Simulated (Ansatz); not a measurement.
The starting structures come from a database of crystals and need not be the phases stable at ambient conditions.

By PBEsol, the system below comes out a metal.

The ballistic (Sharvin) conductance counts the channels at the Fermi level: G/A = (e²/h) × channels of both spins per area.

```xyz
6
Lattice="5.6937 -0.0209 0.0072 -1.4187 6.5180 0.0136 0.0000 1.3720 4.0140" Properties=species:S:1:pos:R:3 pbc="T T T"
Bi     2.9137     4.6861     0.6398
Bi     1.3613     3.1830     3.3950
Bi    -0.0261     6.3928     2.2979
Bi     4.3011     1.4763     1.7369
Pd     0.1773     3.9199     0.9016
Pd     4.0976     3.9492     3.1331
```

Space group of this cell: C2/m. The cell was relaxed by PBE-D3(BJ); by PBEsol its mean pressure is -0.7 GPa.

The current flows along the normal of the first two printed cell vectors. No spin-orbit coupling; the value is a mean over 0.1 eV about the Fermi level.

Question: Compute, with Ansatz (an electronic-structure program) with PBEsol, the ballistic conductance per area.

Answer: 0.47 × 10¹⁵ S/m² for both spins.
